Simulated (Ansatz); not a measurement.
# fluorite-type CoSi2 (0 0 1) on tetragonal ZrO2 (0 0 1) (film strained to the substrate, started from cuts of the bulks and a machine-learned relaxation; slabs Zr6O10 and Co4Si8, which can lie off the formulas)

A periodic stack without vacuum, fluorite-type CoSi2 (0 0 1) on tetragonal ZrO2 (0 0 1) (film strained to the substrate, started from cuts of the bulks and a machine-learned relaxation; slabs Zr6O10 and Co4Si8, which can lie off the formulas): substrate slab Zr6O10, film Co4Si8, surface cells [[0, 1], [-1, 0]] and [[1, 0], [1, 1]], film strained by -4.5 and -4.5 %, outermost planes Zr/Zr and Si/Co as cut, which need not be the usual terminations and can put a slab off its formula.

The start was prepared with a machine-learned potential, and the result is one local minimum, with the in-plane cell held and forces under 0.04 eV/Å; the film can end far from its bulk form.

These are PBE (plane waves to 420 eV, PAW; Ansatz, a quantum-chemistry and plane-wave program) values and carry that method's errors. Scalar-relativistic, without spin–orbit coupling; the runs are not spin-polarised; PBE gaps are too small against experiment. Its k-point mesh 9×9×1, Fermi–Dirac width 0.05 eV.

* **interface area**: 13.1 Å²
* **period**: 26.80 Å
* **heights between the nearest atoms of the two slabs at the two interfaces**: 2.20 and 1.69 Å
* **Si–Zr contacts across the interfaces within 1.22 times the sum of covalent radii**: 5, mean 2.97 Å
* **Co–Zr contacts across the interfaces within 1.22 times the sum of covalent radii**: 4, mean 3.10 Å

```xyz
28
Lattice="3.6211 0.0009 0.0000 -0.0001 3.6205 -0.1295 -0.0033 -2.2055 26.8918" Properties=species:S:1:pos:R:3 pbc="T T T"
Zr     1.6808     1.5649     0.9398
Zr    -0.1275    -0.1811     3.5207
O     -0.1270     1.5834     2.3849
O      1.6836    -0.2242     2.0465
Zr     1.6834     1.6984     6.0705
Zr    -0.1238    -0.0214     8.7550
O     -0.1284     1.6217     5.0291
O     -0.1444     1.7540     7.6598
O      1.6828    -0.2033     4.5989
O      1.6656    -0.0776     7.1945
Zr     1.6852     1.8947    11.3084
Zr    -0.1333     0.1756    13.9066
O     -0.1256     1.8683    10.2739
O     -0.1243     1.9511    12.8608
O      1.6844     0.0380     9.8150
O      1.6868     0.1241    12.4499
Co     3.4878     0.4160    20.4495
Co     1.6767    -1.4930    17.6714
Co     3.4885     0.6165    26.0924
Co     1.6779    -1.2852    23.3723
Si     1.6773     0.3681    19.0362
Si     3.4871    -1.4452    19.0929
Si     3.4872    -1.5434    16.2665
Si     1.6744     0.2629    16.1088
Si     1.6778     0.5672    24.7614
Si     3.4885    -1.2301    24.8159
Si     3.4882    -1.3403    21.9408
Si     1.6773     0.4704    21.8682
```
